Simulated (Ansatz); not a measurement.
Take NaCaF$_{3}$ in the cubic perovskite structure (space group Pm-3m, No. 221; a = 4.3716 Å; a hypothetical phase, not in the database extracts checked) as the base.

It is then changed as follows: the cell is scaled by 1.0213 in all directions, atoms relaxed at fixed cell.

Levels (all Ansatz, a first-principles code, PAW): PBEsol (420 eV, no spin-orbit coupling); HSE06 (420 eV, scalar-relativistic without spin-orbit coupling).

The geometry is relaxed with PBEsol.

- PBEsol lowest conduction level above the VBM at special points = Γ 4.94 eV; X 6.97 eV; M 7.96 eV

Q: Predict the lowest conduction level above the VBM at special points from HSE06.

A: The lowest conduction level above the VBM at special points goes from Γ 4.94 eV; X 6.97 eV; M 7.96 eV to Γ 6.92 eV; X 8.95 eV; M 9.99 eV.

Single points use the geometry relaxed with PBEsol. HSE06 was sampled on its mesh, a few special points and the semilocal edge points, so its gap is an upper bound. The levels and masses belong to the bands next to the band gap. The cells carry an imposed strain or load. Whether these cells are dynamically stable was not tested. Many cubic perovskites are stable only at high temperature; tilts and polar distortions were not tested.
